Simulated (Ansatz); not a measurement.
# La2S3 (Pnma, No. 62)

The numbers are results of r²SCAN-D4 in Ansatz (PAW), not measurements.

Settings: plane-wave cutoff 500 eV, 6×10×4 k mesh (along the axes of the cell as run), gaussian smearing 0.02 eV, scalar-relativistic PAW data made under PBE.

Cell: relaxed at this level.

| Item | Result |
|---|---|
| volume per atom | 25.02 Å³/atom |
| band gap | 1.33 eV (on the SCF k mesh) |

Measured, for comparison: band gap 2.73 eV (temperature not stated, not corrected to a static lattice; as tabulated in Kim et al. (2020), doi:10.1038/s41597-020-00723-8).

Note: the relaxation could not lower the start's symmetry, so the cell can be a saddle point above a distorted one.

Spin–orbit coupling is not included.

Static lattice: no zero-point or thermal effects.

The result took about 40 core-minutes (a rough figure).

Ansatz is a quantum-chemistry and plane-wave program.
